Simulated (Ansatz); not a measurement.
Ansatz (a first-principles code), DFT, PBE, plane waves, its default PAW files: fcc Cu, atoms displaced, 4 atoms. Basis and mesh were picked for this test and aren't claimed converged.

Ansatz 0.2 input:
```yaml
crystal:
  lattice:
    - [3.615, 0.0, 0.0]
    - [0.0, 3.615, 0.0]
    - [0.0, 0.0, 3.615]
  atoms:
    - { symbol: Cu, position: [0.004751, 0.999414, 0.001307] }
    - { symbol: Cu, position: [0.996967, 0.500822, 0.510135] }
    - { symbol: Cu, position: [0.510636, 0.006328, 0.50275] }
    - { symbol: Cu, position: [0.499845, 0.50071, 0.0011] }
kpoints:
  mp_grid: { grid: [10, 10, 10] }
hamiltonian:
  xc: pbe
  pseudopotentials: { kind: paw }
scf:
  occupations: { method: fermi_dirac, width: 0.1 }
output:
  forces: true
```

```bash
OMP_NUM_THREADS=88 ANSATZ_TIMINGS=1 ansatz run --backend cpu --threads 88 --kpoint-pools 1 --slots 1 --max-ram 200GiB --events-out run.ndjson --runs-dir run.runs --progress --plain run.yaml
```

The program reports k-points after symmetry: 504, bands at the start: 43, electrons: 76, plane waves at Γ: 925, cutoff (eV): 420, FFT grid: 25×25×25, symmetry operations: 1.

It runs on a single node (Arm Neoverse V2, 96 cores on 1 socket, no SMT, 1 L3 cache group; 94 cores' worth of CPU time may be used).

On 88 threads this takes 29 s. Each time is the median wall time of two to five repeats, run one at a time on the otherwise empty machine; start-up is included. Unless noted, each process is bound to its own block of adjacent cores. The times hold for this build (release build for Arm (Neoverse V2), one process with threads). Scratch files lie in a memory file system.

Question: Make this run faster without changing its result beyond 1.0 meV/atom in energy, 10 meV/Å in forces (largest component). Keep to 88 cores.

Answer: One answer among several that fit: going from --kpoint-pools 1, --slots 1 to --kpoint-pools auto (default), --slots auto (default), one of the fastest of the measured ones that keep the result.

```diff
-OMP_NUM_THREADS=88 ANSATZ_TIMINGS=1 ansatz run --backend cpu --threads 88 --kpoint-pools 1 --slots 1 --max-ram 200GiB --events-out run.ndjson --runs-dir run.runs --progress --plain run.yaml
+OMP_NUM_THREADS=88 ANSATZ_TIMINGS=1 ansatz run --backend cpu --threads 88 --max-ram 200GiB --events-out run.ndjson --runs-dir run.runs --progress --plain run.yaml
```

Time: 29 s to 1.6 s (19× as fast). The largest move is in band solves (diag): 25 s to 0.87 s. The band solves carry the change: the iterations make 284791 against 284791 applications of H to a band, at 0.086 against 0.003 ms of diag time each. As resolved by the program: eigensolver slots 1 against 88. These two results differ by: energy equal as printed, forces (largest component) equal as printed. Others tried: --kpoint-pools 1, --slots 48 (1.6 s); --kpoint-pools 1, --slots 24 (1.9 s); --kpoint-pools 1, --slots 12 (2.8 s); --kpoint-pools 1, --slots 4 (5.3 s).
